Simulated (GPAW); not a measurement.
GPAW 25.7.0, DFT, PBE, plane waves, PAW datasets of gpaw-data 1.0.1: rock-salt TiC (Ti4C4), 8 atoms. Basis and mesh were picked for this test and aren't claimed converged.

```
Quantity                                                              Result
-------------------------------------------  -------------------------------
cell                                         4.33, 4.33, 4.33 Å; 90, 90, 90°
task                                                                     scf
mode.name                                                                 pw
mode.ecut                                                             500 eV
xc                                                                       PBE
k mesh                                                                 6×6×6
kpts.gamma                                                              true
occupations.name                                                 fermi-dirac
occupations.width                                                     0.1 eV
convergence.density (electrons an electron)                            1e-05
maxiter                                                                  150
parallel.band                                                              1
parallel.sl_auto                                                       false
parallel.augment_grids                                                  true
eigensolver.name                                               dav (default)
eigensolver.niter                                                2 (default)
mixer.backend                                                pulay (default)
mixer.method                                              separate (default)
mixer.beta                                                    0.05 (default)
mixer.nmaxold                                                    5 (default)
mixer.weight                                                    50 (default)
convergence.eigenstates (eV² an electron)                    4e-08 (default)
convergence.energy (eV an electron)                         0.0005 (default)
k-points after symmetry                                                   20
bands                                                                     43
electrons                                                                 64
plane waves                                                             2103
coarse grid                                                         24*24*24
symmetry operations                                                       48
```

It runs on a single node (Intel Xeon 6 (Granite Rapids), 96 cores on 1 socket, 2 hardware threads a core, 3 L3 cache groups, 3 NUMA nodes).

Times are wall-clock medians of two to five runs, from launch to exit, with nothing else on the machine. Unless noted, each process is bound to its own block of adjacent cores. Build: conda-forge: Open MPI, OpenMP, OpenBLAS, FFTW, ScaLAPACK, ELPA. Other compilers and libraries give other times. Scratch files lie in a memory file system.

Ways to run it:
- 24 ranks, parallel.kpt = 12, parallel.domain = 2
- 4 ranks, parallel.kpt = 4, parallel.domain = 1
- 16 ranks, parallel.kpt = 8, parallel.domain = 2
- 96 ranks, parallel.kpt = 12, parallel.domain = 8

### Question
Which of these needs the most memory in all, and which the least?

### Answer
Most: 96 ranks, parallel.kpt = 12, parallel.domain = 8, 8.6 GiB; least: 4 ranks, parallel.kpt = 4, parallel.domain = 1, 0.60 GiB (peak over all processes with shared segments and scratch files, sampled up to once a second, or the high-water mark of the largest process where that is more).

```tsv
way	memory in all	wall time
4 ranks, parallel.kpt = 4, parallel.domain = 1	0.60 GiB	16 s
16 ranks, parallel.kpt = 8, parallel.domain = 2	1.8 GiB	7.6 s
24 ranks, parallel.kpt = 12, parallel.domain = 2	2.7 GiB	7.6 s
96 ranks, parallel.kpt = 12, parallel.domain = 8	8.6 GiB	5.7 s
```
